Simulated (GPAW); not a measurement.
Band structure of RuAl (Pm-3m, 2 atoms in the cell).

```xyz
2
Lattice="2.9915 0.0000 0.0000 0.0000 2.9915 0.0000 0.0000 0.0000 2.9915" Properties=species:S:1:pos:R:3 pbc="T T T"
Al     1.4957     1.4957     1.4957
Ru     0.0000     0.0000     0.0000
```

Method of the run: PBE, GPAW PAW datasets PBE (gpaw-data 1.0.1) (plane waves; GPAW).

Settings: mode = pw; ecut = 550 eV; xc = PBE; kpts = 9 9 9; mesh shift (steps) = 0 0 0; occupations.name = methfessel-paxton; occupations.width = 0.272 eV; occupations.order = 0; nbands = -6; convergence.density = 1e-05 e/electron; symmetry.symmorphic = false; symmetry.tolerance = 0.0005; maxiter = 120; bandpath_npoints = 40.

The starting cell has typed, rounded lattice constants, without a prior relaxation at this level. Its lattice was rescaled by a random factor within 2.5 % of one. Spin polarisation is off.

Levels in eV from the Fermi level, bands 6 to 13:
```json
[
 {"point": "Γ", "6": "-3.52", "7": "-3.52", "8": "0.21", "9": "0.21", "10": "0.21", "11": "6.13", "12": "6.13", "13": "6.13"},
 {"point": "X", "6": "-5.45", "7": "-2.72", "8": "-1.56", "9": "-1.56", "10": "0.47", "11": "2.30", "12": "7.49", "13": "11.12"},
 {"point": "M", "6": "-3.01", "7": "-1.33", "8": "-1.33", "9": "-1.12", "10": "-1.12", "11": "1.54", "12": "5.35", "13": "6.25"},
 {"point": "R", "6": "-4.57", "7": "-4.57", "8": "1.63", "9": "1.63", "10": "2.61", "11": "4.19", "12": "4.19", "13": "4.19"}
]
```

Bands cross the Fermi level along this path, so the cell is metallic at this level.
